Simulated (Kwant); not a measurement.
Model: effective-mass tight-binding model on a square grid, one spin, coherent transport at 0 K (Kwant). Conductance is in e²/h.

Device: quantum point contact (saddle potential) in a CdTe two-dimensional gas. Effective mass 0.096 mₑ, grid spacing 2 nm, hard walls, nominal width 60 nm (29 grid rows, so walls 60 nm apart), one parabolic valley, scattering region 180 nm long along x; energies count from the band bottom; Fermi energy 0.0272 eV. Potential (V0 + ½k y²) cos²(πx/L) for |x| < L/2, with V0 swept from 0.02856 to 0 eV, k = 0.00026 eV/nm², L = 93 nm.

Constants are typed, rounded textbook-type inputs, not results; the design itself was drawn at random and stands for no fabricated device.

Sweep values stay those of the base run.

One input was changed, with this effect: G at V0 = 21.52 meV 0.21 → 8.4e-5 e²/h; mean G over the sweep 0.91 → 0.42 e²/h; G at V0 = 14.49 meV 1.00 → 0.052 e²/h; G at V0 = 7.450 meV 1.15 → 1.00 e²/h.

**Question.** Which change was it?
A) Fermi energy 0.0272 → 0.019 eV
B) effective mass 0.096 → 0.058 mₑ
C) length of the gated region 93 → 46 nm

**Answer.** A, Fermi energy 0.0272 → 0.019 eV
